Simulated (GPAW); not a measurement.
Input and output of a self-consistent single point for Li2Ga (Cmcm, 6 atoms in the cell) (GPAW).

Level of theory: LDA (Perdew-Wang 92), GPAW PAW datasets LDA (gpaw-data 1.0.1) (plane waves; GPAW).

The change in words: lattice scaled by 0.98. Reference geometry:
```yaml
crystal:
  lattice:
    - [2.21189, -4.60412, 0.00000]
    - [2.21189, 4.60412, 0.00000]
    - [0.00000, 0.00000, 4.24882]
  atoms:
    - { symbol: Li, position: [0.41809, 0.58191, 0.25000] }
    - { symbol: Li, position: [0.58191, 0.41809, 0.75000] }
    - { symbol: Li, position: [0.24055, 0.75945, 0.75000] }
    - { symbol: Li, position: [0.75945, 0.24055, 0.25000] }
    - { symbol: Ga, position: [0.07743, 0.92257, 0.25000] }
    - { symbol: Ga, position: [0.92257, 0.07743, 0.75000] }
```

Reference input (self-consistent single point, DFT LDA (Perdew-Wang 92), plane waves, GPAW PAW datasets LDA (gpaw-data 1.0.1)): mode = pw; ecut = 600 eV; xc = LDA; kpts = 6 6 5; mesh shift (steps) = 0 0 0; occupations.name = fermi-dirac; occupations.width = 0.1 eV; nbands = -14; convergence.density = 1e-05 e/electron; symmetry.symmorphic = false; symmetry.tolerance = 0.0005; maxiter = 100. This run's input differs from it in these lines:

```diff
@@ -5,11 +5,11 @@
 atoms = Atoms(['Li', 'Li', 'Li', 'Li', 'Ga', 'Ga'],
-              cell=[[2.211889, -4.604115, 0.000000],
-                    [2.211889, 4.604115, 0.000000],
-                    [0.000000, 0.000000, 4.248818]],
-              positions=[[2.211889, 0.754246, 1.062204],
-                         [2.211889, -0.754246, 3.186613],
-                         [2.211889, 2.389075, 3.186613],
-                         [2.211889, -2.389075, 1.062204],
-                         [2.211889, 3.891122, 1.062204],
-                         [2.211889, -3.891122, 3.186613]],
+              cell=[[2.167651, -4.512033, 0.000000],
+                    [2.167651, 4.512033, 0.000000],
+                    [0.000000, 0.000000, 4.163842]],
+              positions=[[2.167651, 0.739161, 1.040960],
+                         [2.167651, -0.739161, 3.122882],
+                         [2.167651, 2.341294, 3.122882],
+                         [2.167651, -2.341294, 1.040960],
+                         [2.167651, 3.813300, 1.040960],
+                         [2.167651, -3.813300, 3.122882]],
               pbc=True)
```

The program printed (abridged):

```
     iter     time        total  log10-change:
                         energy   eigst   dens
iter:   1 --:--:--   -17.452974
iter:   2 --:--:--   -17.410179   -2.19  -0.84
iter:   3 --:--:--   -17.221775   -2.17  -0.87
iter:   4 --:--:--   -17.221763   -3.70  -1.24
iter:   5 --:--:--   -17.183168   -3.10  -1.32
iter:   6 --:--:--   -17.183035   -4.37  -2.19
iter:   7 --:--:--   -17.182554c  -4.87  -2.28
iter:   8 --:--:--   -17.182504c  -5.91  -2.79
iter:   9 --:--:--   -17.182528c  -6.06  -2.84
iter:  10 --:--:--   -17.182506c  -6.80  -3.07
iter:  11 --:--:--   -17.182505c  -8.45c -3.70
iter:  12 --:--:--   -17.182505c  -9.00c -3.70
iter:  13 --:--:--   -17.182505c  -8.58c -3.73
iter:  14 --:--:--   -17.182503c  -7.92c -3.85
iter:  15 --:--:--   -17.182502c  -9.03c -4.21
   [... 2 lines left out ...]
iter:  18 --:--:--   -17.182503c -10.82c -4.86
iter:  19 --:--:--   -17.182503c -10.90c -4.93
iter:  20 --:--:--   -17.182503c -11.27c -4.92
iter:  21 --:--:--   -17.182503c -11.30c -4.98
iter:  22 --:--:--   -17.182503c -10.65c -5.03c
Converged after 22 iterations.

Dipole moment: (-0.000000, 0.000000, 0.000000) |e|*Ang

Energy contributions relative to reference atoms: (reference = -106414.547388)

Kinetic:        +47.087769
Potential:      -36.864146
External:        +0.000000
XC:             -27.343863
Entropy (-ST):   -0.047417
Local:           -0.038554
SIC:             +0.000000
--------------------------
Free energy:    -17.206211
Extrapolated:   -17.182503

Showing only first 2 kpts
 Kpt  Band  Eigenvalues  Occupancy
  0     3      2.79410    1.99968
  0     4      3.13415    1.99042
  0     5      4.73099    0.00005
  0     6      5.79411    0.00000

  1     3      2.93412    1.99870
  1     4      3.49711    1.69295
  1     5      5.04845    0.00000
  1     6      6.31377    0.00000

Fermi level: 3.66783

No gap
   [... lines left out ...]
  0 Li    0.00000    0.22113   -0.00000
  1 Li    0.00000   -0.22113    0.00000
  2 Li    0.00000   -0.04808    0.00000
  3 Li    0.00000    0.04808    0.00000
  4 Ga    0.00000   -0.31417   -0.00000
  5 Ga    0.00000    0.31417    0.00000

Stress tensor:
    -0.013523     0.000000     0.000000
     0.000000    -0.023924     0.000000
     0.000000     0.000000    -0.021519
Stress (GPa, Voigt): [-2.1666 -3.833  -3.4477  0.      0.      0.    ]
```

The run converged in 22 iterations. GPAW prints stress with tension positive. Against the reference run the free energy goes up by 8.6 meV/atom, the pressure goes from 0.25 to 3.15 GPa and the largest force goes from 0.178 to 0.314 eV/Å.

The starting cell comes from a database of computed structures (which also holds hypothetical and non-ambient phases and stackings), without a prior relaxation at this level. Its lattice was rescaled by a random factor within 2.5 % of one. For this run, on top of that: lattice scaled by 0.98. With a pressure of about 3 GPa the cell is away from its equilibrium volume at this level.

Cost on one core of a shared machine: roughly 40 s.
